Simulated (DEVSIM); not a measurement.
Structure: Si p+/n-/n+ power diode, at 300 K.

| layer (left to right) | material | thickness (μm) | Nd (cm⁻³) | Na (cm⁻³) | τn (s) | τp (s) |
|---|---|---|---|---|---|---|
| 1 | Si | 3.30 | - | 1.5e18 | 2.6e-5 | 2.6e-5 |
| 2 | Si | 19.0 | 1.1e16 | - | 2.6e-5 | 2.6e-5 |
| 3 | Si | 4.00 | 2.9e18 | - | 2.6e-5 | 2.6e-5 |

Left contact: ohmic. Right contact: ohmic. Voltage is applied to the left contact. Recombination: SRH at mid-gap, radiative, Auger. Gap narrowing is on: ΔEg = 6.92 meV × (l + √(l² + 0.5)), l = ln(N/1.3e17 cm⁻³), shared equally by both band edges. Mobility is constant in doping.

Constants are typed, rounded textbook-type inputs, not results; the design itself was drawn at random and stands for no fabricated device. Values at 300 K; Nc and Nv go as T^1.5, mobilities as T to minus their exponent, the gap by Varshni's rule with the affinity fixed.

| parameter | Si |
|---|---|
| gap (eV) | 1.124 |
| affinity (eV) | 4.05 |
| permittivity | 11.7 |
| Nc (cm⁻³) | 2.86e19 |
| Nv (cm⁻³) | 3.1e19 |
| μn (cm²/Vs) | 1417 |
| μp (cm²/Vs) | 470 |
| T exponent of μn | 2.3 |
| T exponent of μp | 2.2 |
| B (cm³/s) | 4.7e-15 |
| Cn (cm⁶/s) | 2.8e-31 |
| Cp (cm⁶/s) | 9.9e-32 |
| Varshni α (eV/K) | 0.000473 |
| Varshni β (K) | 636 |

Model (solved in DEVSIM): 1D drift-diffusion, Boltzmann statistics, complete ionisation; no tunnelling, impact ionisation, image-force lowering or self-heating.

The temperature was swept, all else fixed.

| temperature (K) | dark forward voltage at 1 A/cm² (V) | dark forward voltage at 100 A/cm² (V) | potential step across the device at zero bias (V) |
|---|---|---|---|
| 250 | 0.757 | 0.867 | 0.994 |
| 300 | 0.667 | 0.799 | 0.948 |
| 350 | 0.576 | 0.731 | 0.897 |
| 400 | 0.482 | 0.659 | 0.844 |
| 450 | 0.387 | 0.587 | 0.789 |
| 500 | 0.290 | 0.513 | 0.731 |

From the first row to the last the dark forward voltage at 1 A/cm² goes from 0.757 to 0.290. From the first row to the last the dark forward voltage at 100 A/cm² goes from 0.867 to 0.513.
